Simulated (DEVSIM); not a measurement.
Structure: Ge n-p junction from an implanted or diffused profile, at 300 K.

Layer 1 from the left is Ge, thickness (μm) 43.0, Na (cm⁻³) 1.8e14, τn (s) 6.1e-5, τp (s) 6.1e-5.

Added donor profile: 3.4e17 cm⁻³ × exp(−(x − 0 μm)²/(2·(0.023 μm)²)). Left contact: ohmic. Right contact: ohmic. Voltage is applied to the left contact. Recombination: SRH at mid-gap, radiative. Mobility is constant in doping.

The device is made up for the run: typed textbook-type constants, with dimensions and the other settings drawn at random. Values at 300 K.

Ge: gap (eV) 0.664, affinity (eV) 4, permittivity 16, Nc (cm⁻³) 1.04e19, Nv (cm⁻³) 6e18, μn (cm²/Vs) 3900, μp (cm²/Vs) 1900, B (cm³/s) 6.4e-14.

Simulated with DEVSIM: 1D drift-diffusion, Boltzmann statistics, complete ionisation; no tunnelling, impact ionisation, image-force lowering or self-heating.

Task: What does the simulation give for the potential step across the device at zero bias, the dark forward voltage at 100 A/cm², the dark forward voltage at 1 A/cm²?

Result: potential step across the device at zero bias 0.307 V; dark forward voltage at 100 A/cm² 0.639 V; dark forward voltage at 1 A/cm² 0.133 V.
